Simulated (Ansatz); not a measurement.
Consider this model of amorphous Ge12Sb12Te30S3.

```xyz
57
Lattice="11.6293 0.0805 0.7178 0.0805 11.6438 0.3248 0.7178 0.3248 12.7140" Properties=species:S:1:pos:R:3 pbc="T T T"
Ge     8.7027     4.5153     3.1090
Ge     4.4954     2.9335     8.2640
Ge     2.0997     3.5488     9.4426
Ge     6.0359     2.4657     0.8597
Ge     7.3138     9.9054     7.5663
Ge     2.2253    11.8450     9.3958
Ge     2.0120     0.9589     1.3708
Ge     1.8670     9.2961    12.0897
Ge    10.2134     8.1546    11.6034
Ge     5.7450     6.3260     9.2454
Ge    11.8787     5.9044     6.7849
Ge     4.7321     0.8319     3.6139
Sb     0.9844     2.2976     5.5988
Sb     7.2551     4.2759    10.2690
Sb     5.2984     6.4187     3.2807
Sb     7.0617     0.3413    10.2564
Sb     7.3270     5.4605     6.1526
Sb     4.7284     8.9535     1.5210
Sb     3.8173     5.5169    12.5792
Sb     8.8688     1.0698     5.0174
Sb     9.7331    11.0724    13.2473
Sb    12.0335     5.2315    13.5217
Sb    11.7257    11.3752     5.3742
Sb    11.2537     8.9975     8.9211
Te     8.0361     7.4227     8.2426
Te     2.2961     4.8525     4.5106
Te    10.2497     0.7674     2.4783
Te     3.9226    11.2450    12.4805
Te     8.1984     7.0581     3.8365
Te    10.9120     8.3025     6.0137
Te     6.6835     5.6568    12.9097
Te     4.0103     7.7832    10.7728
Te     6.5262    11.2574     1.9361
Te     1.3493     6.2152     8.6525
Te     3.0067    10.2600     3.6712
Te    10.4196     7.9650     1.5047
Te     4.2075     5.4960     7.1541
Te     1.1854     2.4963    11.8310
Te     5.1477     2.5466    11.2426
Te     9.7681     4.1691     7.1718
Te     1.8622    10.2997     7.1096
Te    11.7043     2.1421     9.0720
Te     3.6393     1.3470     6.1863
Te     7.6776     9.0374    11.8419
Te    10.5042     5.5702    10.7545
Te     4.4252     8.1427     5.3284
Te     9.3994    11.2441     8.6513
Te     7.2246    10.4413     4.9957
Te     2.3674     6.9594     1.9910
Te     6.6016     3.2059     4.0252
Te     5.1175    10.4028     8.8418
Te     7.1758     2.1567     7.8101
Te     9.1572     1.9612    11.6302
Te    11.2239     4.1768     3.7173
S      3.7117     2.4633     2.1013
S     12.1893    10.6757    11.3237
S      8.8413     4.4822     0.8603
```

Level of theory: PBE-D3(BJ), scalar-relativistic without spin-orbit coupling, PAW (Ansatz default set, large-core Te) (plane waves to 420 eV; Ansatz, a first-principles code).

The cell was made by melting and quenching with the CHGNet potential and then relaxed with DFT. The hot cell started wider than the set density and was brought back towards it in steps. It is the lowest in DFT energy of 3 quenches. It is a model cell: composition and starting density were chosen by hand, and all elements were melted together. The geometry includes D3(BJ) dispersion. Its density started from a set value of 5.67 and ended at 6.06 g/cm³. The quench (nominally 50 K/ps over its main leg) was far faster than any real one, so the model tends to hold more defects than a real film. One small periodic cell is one sample of the glass; other quenches scatter about these values. Volume and shape were free in the relaxation. On a 2×2×2 Γ-centred mesh force components of up to 0.24 eV/Å stay, since the relaxation ran on one k-point at (1/4, 1/4, 1/4).

Neighbours within Ge-Ge 2.85 Å, Ge-Sb 3.11 Å, Ge-Te 3.12 Å, Ge-S 2.70 Å, Sb-Sb 3.28 Å, Sb-Te 3.42 Å, Sb-S 2.93 Å, Te-Te 3.31 Å, Te-S 2.92 Å, S-S 2.39 Å count as bonded.

Task: Give the coordination numbers, mean bond lengths and angles.

Result: 
```json
{
  "Mean coordination of Ge": "4.00 (2 with 3, 8 with 4, 2 with 5)",
  "Mean coordination of Sb": "4.92 (1 with 3, 2 with 4, 6 with 5, 3 with 6)",
  "Mean coordination of Te": "3.40 (2 with 2, 17 with 3, 8 with 4, 3 with 5)",
  "Mean coordination of S": "2.33 (2 with 2, 1 with 3)",
  "Mean Sb-Te bond": "3.066 Å (spread 0.150 Å, 50 counted)",
  "Mean Ge-Te bond": "2.801 Å (spread 0.118 Å, 38 counted)",
  "Mean Te-Te bond": "3.173 Å (spread 0.129 Å, 7 counted)",
  "Mean Ge-S bond": "2.416 Å (spread 0.115 Å, 6 counted)",
  "Bond angle at Ge": "mean 107.2°, spread 20.1°",
  "Bond angle at Sb": "mean 103.5°, spread 30.0°",
  "Bond angle at Te": "mean 100.4°, spread 27.0°"
}
```

Task: List the pairs of like atoms that count as bonded by the rules above.

Result: Ge2-Ge3 (2.74 Å), Sb13-Sb23 (3.09 Å), Sb15-Sb18 (3.14 Å), Sb20-Sb23 (3.08 Å), Te26-Te54 (3.19 Å), Te26-Te49 (3.29 Å), Te33-Te48 (3.24 Å), Te34-Te45 (2.93 Å), Te34-Te37 (3.31 Å), Te35-Te46 (3.04 Å), Te37-Te46 (3.22 Å).
